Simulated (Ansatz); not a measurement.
## SnO2 under a change: isotropic strain +0.60 %

Take SnO₂ in the rutile structure (space group P4_2/mnm, No. 136; a = 4.828 Å, c = 3.238 Å) as the base.

Perturbation: the cell is scaled by 1.0060 in all directions; the atoms relax in the strained cell.

The values are results of Ansatz (a quantum-chemistry and plane-wave program) PBE, no SOC, not measurements. Γ-centred 7×7×10 mesh, Fermi–Dirac width 0.05 eV.

```tsv
quantity	base	changed	shift
volume per atom	12.58 Å³	12.81 Å³	+0.23 Å³
space group	P4_2/mnm (No. 136)	P4_2/mnm (No. 136)	–
shortest interatomic distance	3.948 bohr	3.968 bohr	+0.020 bohr
energy relative to the base (free energy F)	0 meV/atom	+2.2 meV/atom	+2.2 meV/atom
band gap	0.68 eV	0.50 eV	-0.18 eV
gap character	direct at Γ	direct at Γ	–
mean gap deformation potential ΔEg/Δln V	–	-10.0 eV	–
width of the top valence band	1.18 eV	1.16 eV	-0.02 eV
valence-band top at Γ (three highest levels, from the VBM)	0.00, -0.74, -0.74 eV	0.00, -0.72, -0.72 eV	–
```

Final structure:

```xyz
6
Lattice="4.8565 0.0000 0.0000 0.0000 4.8565 0.0000 0.0000 0.0000 3.2576" Properties=species:S:1:pos:R:3 pbc="T T T"
Sn     0.0000     0.0000     0.0000
Sn     2.4283     2.4283     1.6288
O      1.4912     1.4912     0.0000
O      3.9195     0.9371     1.6288
O      0.9371     3.9195     1.6288
O      3.3653     3.3653     0.0000
```

Whether these cells are dynamically stable was not tested.
